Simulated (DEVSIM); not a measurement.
Device: Ru/SiO2/p-GaSb capacitor, at 400 K.

```csv
layer (left to right),material,thickness (nm),Na (cm⁻³)
1,SiO2,18.0,-
2,GaSb,390,2.4e18
```

Metal gate on the left, work function 4.7 eV. Fixed charge at the semiconductor interface 0 cm⁻² (in units of +e); interface traps 1e10 cm⁻² eV⁻¹, uniform in energy, neutral level at 0.3 of the gap above the valence band.

Constants are typed, rounded textbook-type inputs, not results; the design itself was drawn at random and stands for no fabricated device. Values at 300 K; Nc and Nv go as T^1.5, mobilities as T to minus their exponent, the gap by Varshni's rule with the affinity fixed.

```
parameter         SiO2     GaSb
----------------  ----  -------
gap (eV)             9    0.726
affinity (eV)      0.9     4.06
permittivity       3.9     15.7
Nc (cm⁻³)            -   2.1e17
Nv (cm⁻³)            -   1.8e19
Varshni α (eV/K)     -  0.00042
Varshni β (K)        -      140
```

DEVSIM, 1D Poisson equation in equilibrium, Boltzmann statistics, complete ionisation; no quantum confinement or tunnelling. Metal contacts follow the ideal Schottky-Mott rule: no Fermi-level pinning, no interface dipoles.

Tabulate band edges, carrier densities and field at 2.5 V on the gate.

Energies count from the Fermi level of the right contact; mesh points crowd at the junctions.

```csv
x (μm),Ec (eV),Ev (eV),n (cm⁻³),p (cm⁻³),field (V/cm)
0.000,1.300,-7.700,< 1e2,< 1e2,1300000
0.001004,1.426,-7.574,< 1e2,< 1e2,1300000
0.002882,1.661,-7.339,< 1e2,< 1e2,1300000
0.006047,2.058,-6.942,< 1e2,< 1e2,1300000
0.01249,2.865,-6.135,< 1e2,< 1e2,1300000
0.01543,3.232,-5.768,< 1e2,< 1e2,1300000
0.01717,3.451,-5.549,< 1e2,< 1e2,1300000
0.01841,0.407,-0.281,2.4e12,8.0e15,300000
0.01983,0.446,-0.241,7.7e11,2.5e16,260000
0.02252,0.507,-0.181,1.3e11,1.5e17,190000
0.02799,0.575,-0.113,1.8e10,1.1e18,71000
0.04363,0.603,-0.085,8.2e9,2.4e18,1100
0.06767,0.603,-0.084,8.1e9,2.4e18,≈ 0
0.1133,0.603,-0.084,8.1e9,2.4e18,≈ 0
0.2377,0.603,-0.084,8.1e9,2.4e18,≈ 0
0.3218,0.603,-0.084,8.1e9,2.4e18,≈ 0
0.3631,0.603,-0.084,8.1e9,2.4e18,≈ 0
0.3857,0.603,-0.084,8.1e9,2.4e18,≈ 0
0.3991,0.603,-0.084,8.1e9,2.4e18,≈ 0
0.4040,0.603,-0.084,8.1e9,2.4e18,≈ 0
0.4064,0.603,-0.084,8.1e9,2.4e18,≈ 0
0.4080,0.603,-0.084,8.1e9,2.4e18,≈ 0
```
